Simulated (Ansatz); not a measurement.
# How far PBE and PBEsol part for hypothetical P-6m2 Ti2InB2, pressure 10 GPa

Start from Ti$_{2}$InB$_{2}$ (space group P-6m2, No. 187; a = 3.0821 Å, c = 7.9361 Å; a hypothetical phase, not in the database extracts checked).

(Cell as relaxed with PBE.)

Levels (all Ansatz, an electronic-structure program, PAW): PBE (420 eV, without spin-orbit coupling); PBEsol (420 eV, spin-orbit coupling left out).

Each level relaxes its own structure.

```
base                      PBE    PBEsol
-------------------  --------  --------
volume per atom      13.06 Å³  12.66 Å³
lattice parameter a   3.082 Å   3.056 Å
band gap                 zero      zero
```

Now apply this change: a hydrostatic pressure of 10 GPa.

```csv
quantity,PBE,PBEsol
volume per atom,12.29 Å³,…
c/a ratio,2.559,…
```

Task: What does PBEsol give?

Result: 
- volume per atom, PBEsol: 11.97 Å³
- c/a ratio, PBEsol: 2.548

PBE's volume per atom lies 0.326 Å³ above PBEsol's (2.7 %); PBE's c/a ratio lies 0.011 above PBEsol's. Neither level is exact; PBEsol is the comparison here, not a measurement.

Load acts through the strain it causes; cell and atoms are relaxed under it. Whether these cells are dynamically stable was not tested. Competing high-pressure phases were not computed. The final runs are not spin-polarised. An odd electron count without spin: Ti2InB2.
